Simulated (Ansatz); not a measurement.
The reference is SiS$_{2}$ (space group Ibam, No. 72; a = 6.019 Å, b = 9.396 Å, c = 5.545 Å; made of chains).

The change: a hydrostatic pressure of 15 GPa.

Levels (all Ansatz, a first-principles code, PAW): PBEsol (420 eV, no spin-orbit coupling); r2SCAN (500 eV, no spin-orbit coupling); HSE06 (420 eV, without spin-orbit coupling).

One geometry, relaxed with PBEsol, under each level:

```csv
level,band gap,lowest conduction level above the VBM at special points,pressure
PBEsol,1.45 eV,Γ 1.45 eV; X 1.85 eV; R 2.41 eV; Λ₀ 2.50 eV,14.99 GPa
r2SCAN,1.94 eV,Γ 1.94 eV; X 2.36 eV; R 2.94 eV; Λ₀ 3.03 eV,17.10 GPa
HSE06,2.44 eV,Γ 2.44 eV; X 2.94 eV; R 3.52 eV,–
```

Single points use the geometry relaxed with PBEsol. Their cutoffs differ, which shifts pressures a little. Load acts through the strain it causes; cell and atoms are relaxed under it. Stability against distortions was not tested. Competing high-pressure phases were not computed. No dispersion term is included in the PBEsol runs.
